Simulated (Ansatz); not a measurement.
Abridged Ansatz (a program for electronic structure) output:

```
Pseudopotential: Au, paw, valence charge 19
Crystal: 1 atoms, lattice volume = 17.021 Å³
Basis set: ecut = 420 eV, 331 PW (Γ), exchange–correlation on 40×40×40 points (8 copies of the dense FFT grid, shifted against one another)
Bands: 14, of which v1, the nominal top of the filled ones, is band 10 counted from 1 (9 counted from 0)
Symmetry: 48 space group operations
k-points: 256 of 8000
Functional: x = pbesol(κ = 0.804, μ = 0.12345679012345678), c = pbesol(β = 0.046)
SCF iter   1: F=—  HF=-13009.165469 eV  |F-HF|=—  |Δ(HF+E_count)|=         —  Δρ=7.48e-2  dr2=1.05e0  ethr=3.10e-3  ⟨swp⟩=4.1  Hψ=17693  notcnv=0
SCF iter   2: F=—  HF=-13008.903122 eV  |F-HF|=—  |Δ(HF+E_count)|=   2.62e-1  Δρ=3.36e-2  dr2=2.05e-1  ethr=3.10e-3  ⟨swp⟩=2.0  Hψ=6688  notcnv=0  defer=65
SCF 1 converged in 8 iterations: F = -13008.843046 eV  dr2 = 9.05e-12
SCF converged after 8 iterations
Free energy (F): -13008.843046 eV
Internal energy: -13008.840824 eV  (E = F + TS)
E sigma→0 (E₀):  -13008.841935 eV
Entropy (-TS):   -0.002222 eV (-2.222 meV/atom)
Fermi energy:    20.383074 eV
--- Forces (eV/Å), atoms counted from 1 ---
  atom   1  Au    -0.00000000    -0.00000000    -0.00000000
--- Stress (GPa, compression-positive) ---
       -0.000414      -0.000000      -0.000000
        0.000000      -0.000414       0.000000
        0.000000      -0.000000      -0.000414
  P = ⅓ Tr σ = -0.0004 GPa (-0.004 kbar)
```

Question: What was computed, and what are the main results?

Answer: Au, 1 atom in the cell, with PBEsol (Ansatz, PAW, spin-orbit coupling left out), earlier PAW set. The last SCF converged to F = -13008.843046 eV, or -13008.8430 eV per atom, at a pressure of 0.00 GPa. The total energy compares only with runs of the same code, potentials and settings.

No phonon test of stability was made. The cell was made from Cu by this change: Cu → Au.
